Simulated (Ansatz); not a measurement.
Input and output of a self-consistent single point for CaC2 (R3m, 3 atoms in the cell) (Ansatz, a first-principles code).

Method: PBEsol, default PAW files made with PBE (plane waves; Ansatz).

```
CELL_PARAMETERS angstrom
      1.93468     1.11699     3.93410
     -1.93468     1.11699     3.93410
      0.00000    -2.23397     3.93410
ATOMIC_POSITIONS crystal
  Ca 0.00424 0.00424 0.00424
  C  0.55291 0.55291 0.55291
  C  0.44709 0.44709 0.44709
```

Reference input (self-consistent single point, DFT, PBEsol, plane waves, default PAW files made with PBE): basis.ecutwfc = 420 eV; kpoints.mp_grid.grid = 8 8 8; hamiltonian.xc = pbesol; hamiltonian.pseudopotentials = {kind: paw} (the program's default PAW files); scf.occupations.method = fermi_dirac; scf.occupations.width = 0.05 eV. This run's input differs from it in these lines:

Ansatz 0.2 input:
```diff
@@ -13,3 +13,3 @@
 kpoints:
-  mp_grid: { grid: [8, 8, 8] }
+  mp_grid: { grid: [15, 15, 15] }
 hamiltonian:
```

Output (repeated stretches shortened):

```
SCF iter   1: F=—  HF=-2286.746437 eV  |F-HF|=—  |Δ(HF+E_count)|=         —  Δρ=6.48e-3  dr2=2.49e-2  ethr=1.77e-3  ⟨swp⟩=6.5  Hψ=30291  notcnv=0
all-band conjugate gradients solve this SCF's bands
preconditioner: auto → none
SCF iter   2: F=—  HF=-2286.739370 eV  |F-HF|=—  |Δ(HF+E_count)|=   7.07e-3  Δρ=1.78e-3  dr2=1.86e-3  ethr=1.39e-4  ⟨swp⟩=2.4  Hψ=9844  notcnv=0
SCF iter   3: F=—  HF=-2286.739482 eV  |F-HF|=—  |Δ(HF+E_count)|=   1.13e-4  Δρ=4.05e-4  dr2=5.27e-5  ethr=1.04e-5  ⟨swp⟩=2.3  Hψ=6317  notcnv=0
SCF iter   4: F=—  HF=-2286.739532 eV  |F-HF|=—  |Δ(HF+E_count)|=   5.01e-5  Δρ=1.79e-4  dr2=3.04e-5  ethr=2.93e-7  ⟨swp⟩=2.5  Hψ=7820  notcnv=0
SCF iter   5: F=—  HF=-2286.739525 eV  |F-HF|=—  |Δ(HF+E_count)|=   7.52e-6  Δρ=2.91e-5  dr2=6.81e-7  ethr=1.69e-7  ⟨swp⟩=2.0  Hψ=5848  notcnv=0
SCF iter   6: F=-2286.739525 eV  HF=-2286.739525 eV  |F-HF|=1.25e-8  |Δ(HF+E_count)|=   1.15e-7  Δρ=6.59e-6  dr2=2.48e-8  ethr=5.56e-10  ⟨swp⟩=6.2  Hψ=23657  notcnv=0
SCF 1 converged in 6 iterations: F = -2286.739525 eV  dr2 = 2.48e-8
Free energy (F): -2286.739525 eV
Internal energy: -2286.739525 eV  (E = F + TS)
E sigma→0 (E₀):  -2286.739525 eV
Fermi energy:    5.540078 eV
--- Forces (eV/Å), atoms counted from 1 ---
  atom   1  Ca    -0.00000000     0.00000000    -0.12708301
  atom   2  C     -0.00000000     0.00000000     0.53889440
  atom   3  C     -0.00000000    -0.00000000    -0.41183919
--- Stress (GPa, compression-positive) ---
       -1.936116       0.000000       0.000000
        0.000000      -1.936116      -0.000000
        0.000000      -0.000000      -0.091740
  P = ⅓ Tr σ = -1.3213 GPa (-13.213 kbar)
  The stress holds the Pulay correction. Without it, at fixed plane waves, as pw.x and ABINIT print it: P = -1.5225 GPa
```

The run converged in 6 iterations. Against the reference run the free energy stays essentially unchanged (within 1 meV/atom), the pressure stays at -1.32 GPa, the largest force stays at 0.539 eV/Å and the gap on the mesh goes from 2.595 to 2.639 eV.

The starting cell comes from a database of computed structures (which also holds hypothetical and non-ambient phases and stackings), without a prior relaxation at this level. Its lattice was rescaled by up to half a per cent. One atom was moved a little off its site on purpose. Ansatz's pressure includes its estimate of the finite-basis (Pulay) stress.
